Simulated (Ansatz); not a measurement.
The starting structures come from a database of crystals and need not be the phases stable at ambient conditions.

 Where the default PAW files enter, the runs use the earlier of Ansatz's two default sets.

Inside the gap of an insulator the Bloch states are evanescent, with a wavenumber k + iκ along the transport direction.

Given:

```xyz
12
Lattice="5.1753 0.0000 0.0000 0.0000 7.3189 0.0000 0.0000 3.6595 3.5497" Properties=species:S:1:pos:R:3 pbc="T T T"
Sn     2.5876     1.8297     1.7748
Sn     0.0000     3.6595     0.0000
Sn     2.5876     5.4892     1.7748
Sn     0.0000     0.0000     0.0000
O      0.8337     6.6683     1.7748
O      4.3415     4.3101     1.7748
O      3.4214     6.1398     0.0000
O      1.7539     1.1791     0.0000
O      4.3415     1.8297     0.6311
O      0.8337     9.1487     2.9185
O      1.7539     3.6595     1.1437
O      3.4214     7.3189     2.4060
```

Space group of this cell: P2_1/c. The cell is strained (lengths along the current scaled by 0.97, ions clamped); by r2SCAN its mean pressure is -2.8 GPa.

Transport runs along the normal of the first two printed cell vectors.

The gap is the functional's own, uncorrected, and κ follows it; spin-orbit coupling is left out. Mid-gap values are interpolated between the computed energies.

Question: Estimate the band gap and the smallest decay constant κ at mid-gap that r2SCAN in Ansatz (a quantum-chemistry and plane-wave program) returns for this system.

Answer: Gap 1.40 eV on a 6×6×8 mesh; κ = 0.134 1/Å, at the zone centre.
